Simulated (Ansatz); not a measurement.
We consider rutile MgH2, described by rVV10 (PAW; Ansatz, a program for electronic structure).

Settings: plane-wave cutoff 520 eV, 8×8×12 k mesh (along the axes of the cell as run), Fermi–Dirac smearing 0.01 eV, scalar-relativistic PAW data made under PBE.

Computed at the level's own relaxed cell.

```xyz
6
Lattice="4.5013 0.0000 0.0000 0.0000 4.5013 0.0000 0.0000 0.0000 3.0014" Properties=species:S:1:pos:R:3 pbc="T T T"
Mg     0.0000     0.0000     0.0000
Mg     2.2506     2.2506     1.5007
H      1.3690     1.3690     0.0000
H      3.6196     0.8817     1.5007
H      0.8817     3.6196     1.5007
H      3.1323     3.1323     0.0000
```

List the 8 lowest band energies at Γ above −25 eV (eV, relative to the valence band maximum), grouping those that round alike.

At Γ: -6.39, -1.43 (×2), -0.42, 4.86, 5.13, 9.32 (×2).
